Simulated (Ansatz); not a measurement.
**A short convergence ladder for NiSb (P6_3/mmc, 4 atoms in the cell)**

```xyz
4
Lattice="1.9591 -3.3933 0.0000 1.9591 3.3933 0.0000 0.0000 0.0000 5.1146" Properties=species:S:1:pos:R:3 pbc="T T T"
Ni     0.0000     0.0000     2.5573
Ni     0.0000     0.0000     0.0000
Sb     1.9591     1.1311     1.2787
Sb     1.9591    -1.1311     3.8360
```

Base method: PBE (plane waves, PAW; Ansatz, a first-principles code).

Base settings: basis.ecutwfc = 30.9 Ry; kpoints.mp_grid.grid = 10 10 7; hamiltonian.xc = pbe; hamiltonian.pseudopotentials = {kind: paw} (the program's default PAW files); scf.occupations.method = gaussian; scf.occupations.width = 0.0073 Ry.

Core times come from one kind of shared machine, to one figure; runs under 30 s give none.

**Zone-centre phonons against the cutoff**

In this ladder: phonons.method = dfpt.

The mesh stays at the base's, so the ladder's end is converged at best in this setting alone.

Frequencies are those of the unrelaxed cell, without the LO-TO term of polar crystals.

Only quantities that move along the ladder and can be compared are tabulated.

```csv
basis.ecutwfc,highest zone-centre frequency (cm⁻¹),lowest optical frequency (cm⁻¹),core time / last (rough)
15.4 Ry,191.7,81.7,0.09
21.7 Ry,271.3,137.2,0.07
30.9 Ry,263.6,137.6,0.2
46.3 Ry,263.5,137.6,1
```

Coarsest basis.ecutwfc that holds the highest zone-centre frequency within 1 cm⁻¹ of the last step, with all finer ones: 30.9 Ry, at about 0.2 of the last step's time; the step before is off by 7.8 cm⁻¹.

Coarsest basis.ecutwfc that holds the lowest optical frequency within 10 cm⁻¹ of the last step, with all finer ones: 21.7 Ry, at about 0.07 of the last step's time; the step before is off by 56 cm⁻¹.

On the base run: the starting cell has typed, rounded lattice constants, without a prior relaxation at this level. Its lattice was rescaled by up to half a per cent. Spin polarisation is off. In the base run, with a pressure of about 5 GPa the cell is away from its equilibrium volume at this level.

Keys are those of Ansatz 0.2.
